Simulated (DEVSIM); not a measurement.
Device: Co/SiO2/p-Si capacitor, at 300 K.

```
layer (left to right)  material  thickness (nm)  Na (cm⁻³)
---------------------  --------  --------------  ---------
1                          SiO2            17.0          -
2                            Si            4900     1.4e16
```

Metal gate on the left, work function 5 eV. Fixed charge at the semiconductor interface -1.8e11 cm⁻² (in units of +e); interface traps 3.7e11 cm⁻² eV⁻¹, uniform in energy, neutral level at 0.5 of the gap above the valence band.

Constants are typed, rounded textbook-type inputs, not results; the design itself was drawn at random and stands for no fabricated device. Values at 300 K.

| parameter | SiO2 | Si |
|---|---|---|
| gap (eV) | 9 | 1.124 |
| affinity (eV) | 0.9 | 4.05 |
| permittivity | 3.9 | 11.7 |
| Nc (cm⁻³) | - | 2.86e19 |
| Nv (cm⁻³) | - | 3.1e19 |

Model (solved in DEVSIM): 1D Poisson equation in equilibrium, Boltzmann statistics, complete ionisation; no quantum confinement or tunnelling. Metal contacts follow the ideal Schottky-Mott rule: no Fermi-level pinning, no interface dipoles.

The interface trap density was swept, all else fixed.

```csv
interface trap density (cm^-2 eV^-1),minimum of the low-frequency capacitance (μF/cm²),threshold voltage (band bending 2φF) (V),flat-band voltage (V)
0,0.0374,1.18,0.17
1e10,0.0385,1.18,0.16
1e11,0.0470,1.21,0.14
3e11,0.0638,1.27,0.08
3.7e11,0.0690,1.29,0.06
1e12,[?],[?],-0.12
2e12,0.131,1.76,-0.41
```

Fill in the missing entries.


- 1e12, minimum of the low-frequency capacitance (μF/cm²): 0.102
- 1e12, threshold voltage (band bending 2φF) (V): 1.47
